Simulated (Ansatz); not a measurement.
The structure below was relaxed with r2SCAN (Ansatz, a quantum-chemistry and plane-wave program, PAW, no spin-orbit coupling).

```
MoSi2
1.0
   -1.60086     1.60086     3.90929
    1.60086    -1.60086     3.90929
    1.60086     1.60086    -3.90929
Mo Si
1 2
Direct
  0.00000   0.00000   0.00000
  0.33530   0.33530   0.00000
  0.66470   0.66470   0.00000
```

### Question
Find the space group and the Wyckoff positions.

### Answer
Space group I4/mmm (No. 139); a = b = 3.202 Å, c = 7.819 Å, α = β = γ = 90.00°

```
atom  site  symmetry       x       y       z
----  ----  --------  ------  ------  ------
Mo      2a     4/mmm  0.0000  0.0000  0.0000
Si      4e       4mm  0.0000  0.0000  0.3353
```

### Question
Describe the coordination.

### Answer
The crystal has 6 atoms in its conventional cell. Cell: a = b = 3.2017 Å, c = 7.8186 Å, α = β = γ = 90.00°. Mo is surrounded by 10 Si at 2.605–2.622 Å and 4 Mo at 3.202 Å. Si has 5 Si at 2.575–2.628 Å and 5 Mo at 2.605–2.622 Å. (Neighbours: up to the widest gap in distance over summed covalent radii, below 1.35, at either atom; cation-cation and far metal-metal contacts left out.)

Whether these cells are dynamically stable was not tested. All final runs are without spin polarisation. The cell was made from WSi2 by this change: W → Mo.
